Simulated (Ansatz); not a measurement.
Input and output of a self-consistent single point for La2Cu2SeSO2 (P1, 8 atoms in the cell) (Ansatz, a first-principles code).

Method: PBEsol, PAW files made with PBE (plane waves; Ansatz).

The change in words: atoms moved at random. Reference geometry:
```xyz
8
Lattice="4.0614 0.0000 0.0000 0.0000 4.0614 0.0000 0.0000 0.0000 8.7682" Properties=species:S:1:pos:R:3 pbc="T T T"
La     2.0307     2.0307     7.5305
La     0.0000     0.0000     1.2793
Cu     0.0000     2.0307     4.3107
Cu     2.0307     0.0000     4.3107
Se     0.0000     0.0000     5.8584
S      2.0307     2.0307     2.9695
O      0.0000     2.0307     0.0227
O      2.0307     0.0000     0.0227
```

Reference input (self-consistent single point, DFT, PBEsol, plane waves, PAW files made with PBE): basis.ecutwfc = 420 eV; kpoints.mp_grid.grid = 5 5 3; hamiltonian.xc = pbesol; hamiltonian.pseudopotentials = {kind: paw} (the program's default PAW files); scf.occupations.method = fermi_dirac; scf.occupations.width = 0.02 eV. This run's input differs from it in these lines:

Ansatz 0.2 input:
```diff
@@ -6,10 +6,10 @@
   atoms:
-    - { symbol: La, position: [0.500000, 0.500000, 0.858850] }
-    - { symbol: La, position: [0.000000, 0.000000, 0.145900] }
-    - { symbol: Cu, position: [0.000000, 0.500000, 0.491630] }
-    - { symbol: Cu, position: [0.500000, 0.000000, 0.491630] }
-    - { symbol: Se, position: [0.000000, 0.000000, 0.668150] }
-    - { symbol: S, position: [0.500000, 0.500000, 0.338670] }
-    - { symbol: O, position: [0.000000, 0.500000, 0.002590] }
-    - { symbol: O, position: [0.500000, 0.000000, 0.002590] }
+    - { symbol: La, position: [0.517912, 0.498904, 0.859563] }
+    - { symbol: La, position: [0.000673, -0.010435, 0.141406] }
+    - { symbol: Cu, position: [0.013721, 0.503426, 0.494097] }
+    - { symbol: Cu, position: [0.495928, 0.003374, 0.498846] }
+    - { symbol: Se, position: [-0.009335, 0.004673, 0.664405] }
+    - { symbol: S, position: [0.496675, 0.512373, 0.334308] }
+    - { symbol: O, position: [0.001543, 0.483485, 0.000789] }
+    - { symbol: O, position: [0.482883, 0.004199, 0.006595] }
 basis:
```

Output, abridged:

```
SCF iter   1: F=—  HF=-32944.117120 eV  |F-HF|=—  |Δ(HF+E_count)|=         —  Δρ=7.39e-2  dr2=8.87e0  ethr=3.10e-3  ⟨swp⟩=6.9  Hψ=8422  notcnv=0
all-band conjugate gradients solve this SCF's bands
preconditioner: auto → Resta (q_TF=auto, 2.539 Å⁻¹)
SCF iter   2: F=—  HF=-32942.768586 eV  |F-HF|=—  |Δ(HF+E_count)|=    1.35e0  Δρ=2.39e-2  dr2=1.30e0  ethr=3.10e-3  ⟨swp⟩=3.5  Hψ=4400  notcnv=0  defer=73
   [... lines left out ...]
SCF iter  10: F=—  HF=-32942.466141 eV  |F-HF|=—  |Δ(HF+E_count)|=   1.88e-6  Δρ=7.03e-5  dr2=7.90e-6  ethr=7.09e-8  ⟨swp⟩=2.0  Hψ=3859  notcnv=0  defer=181
SCF iter  11: F=—  HF=-32942.466140 eV  |F-HF|=—  |Δ(HF+E_count)|=   3.75e-7  Δρ=2.41e-5  dr2=1.35e-6  ethr=8.40e-9  ⟨swp⟩=2.0  Hψ=2890  notcnv=0  defer=181
SCF iter  12: F=—  HF=-32942.466140 eV  |F-HF|=—  |Δ(HF+E_count)|=   6.23e-8  Δρ=1.40e-5  dr2=3.47e-7  ethr=1.44e-9  ⟨swp⟩=2.0  Hψ=3208  notcnv=0  defer=181
SCF iter  13: F=-32942.466140 eV  HF=-32942.466140 eV  |F-HF|=3.11e-8  |Δ(HF+E_count)|=   5.28e-8  Δρ=6.61e-6  dr2=5.44e-8  ethr=1.06e-10  ⟨swp⟩=15.0  Hψ=12536  notcnv=0
SCF 1 converged in 13 iterations: F = -32942.466140 eV  dr2 = 5.44e-8
Free energy (F): -32942.466140 eV
Internal energy: -32942.466140 eV  (E = F + TS)
E sigma→0 (E₀):  -32942.466140 eV
Fermi energy:    11.745874 eV
--- Forces (eV/Å), atoms counted from 1 ---
  atom   1  La    -0.52315586    -0.10000444     0.30068361
  atom   2  La    -0.13602969     0.07245143     0.37253823
  atom   3  Cu    -0.00382993    -0.01012344    -0.21320674
  atom   4  Cu    -0.01313935     0.00422301    -0.30754847
  atom   5  Se     0.07620967    -0.00259463    -0.07022832
  atom   6  S     -0.00780251    -0.07039709     0.48622921
  atom   7  O     -0.10150587     0.46491414    -0.12761352
  atom   8  O      0.70926484    -0.35846554    -0.44089288
--- Stress (GPa, compression-positive) ---
       -5.532437      -0.042478       0.414837
       -0.042478      -5.855714       0.318441
        0.414837       0.318441      -5.029382
  P = ⅓ Tr σ = -5.4725 GPa (-54.725 kbar)
  The stress holds the Pulay correction. Without it, at fixed plane waves, as pw.x and ABINIT print it: P = -5.6155 GPa
```

The run converged in 13 iterations. Against the reference run the free energy goes up by 12.0 meV/atom, the pressure goes from -6.42 to -5.47 GPa, the largest force goes from 0.458 to 0.909 eV/Å and the gap on the mesh goes from 1.458 to 1.426 eV.

The starting cell comes from a database of computed structures (which also holds hypothetical and non-ambient phases and stackings), without a prior relaxation at this level. Its lattice was rescaled by a random factor within 2.5 % of one. For this run, on top of that: atoms moved at random. With a pressure of about -5 GPa the cell is away from its equilibrium volume at this level. Ansatz's pressure includes its estimate of the finite-basis (Pulay) stress.
